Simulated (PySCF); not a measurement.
PySCF 2.14.0, B3LYP/def2-svp: sulfur tetrafluoride (FS(F)(F)F), 5 atoms. The geometry is a generated start, not checked to be a minimum at this level.

| Quantity | Result |
|---|---|
| task | energy |
| method | b3lyp |
| basis | def2-svp |
| mol.max_memory | 7000 MB |
| mf.init_guess | minao (default) |
| mf.DIIS | CDIIS (default) |
| mf.diis_space | 8 (default) |
| mf.conv_tol | 1e-09 (default) |
| mf.grids.level | 3 (default) |
| basis functions (reference run) | 74 |
| grid points (reference run) | 75928 |

```xyz
5

F     -0.2651     1.3459    -0.1367
S     -0.2658    -0.2236     0.2635
F     -1.2493    -0.5214    -1.0804
F      0.7799     0.1431     1.5432
F      1.0002    -0.7441    -0.5896
```

The reference run uses exact four-centre integrals. Each setting ran once; only counts and results are compared.

Measured:

```tsv
setting	energy against the reference
COSX exchange (sgx_fit, pjs) with fitted J, mf.with_df.grids_level_i = 1, mf.with_df.grids_level_f = 4	−0.60 meV/atom
COSX exchange (sgx_fit, pjs) with fitted J, mf.with_df.grids_level_i = 1, mf.with_df.grids_level_f = 3	−0.60 meV/atom
COSX exchange (sgx_fit, pjs) with fitted J, mf.with_df.grids_level_i = 1, mf.with_df.grids_level_f = 2 (default)	−0.55 meV/atom
```

### Question
Predict the row for COSX exchange (sgx_fit, pjs) with fitted J, mf.with_df.grids_level_i = 1, mf.with_df.grids_level_f = 1.

### Answer
energy against the reference: −0.43 meV/atom. Total energies are compared; such shifts often cancel in part in energy differences. sgx_fit (COSX, pjs=True) fits J as well, so its difference is the sum of the grid's shift in exchange and the fit's in Coulomb.
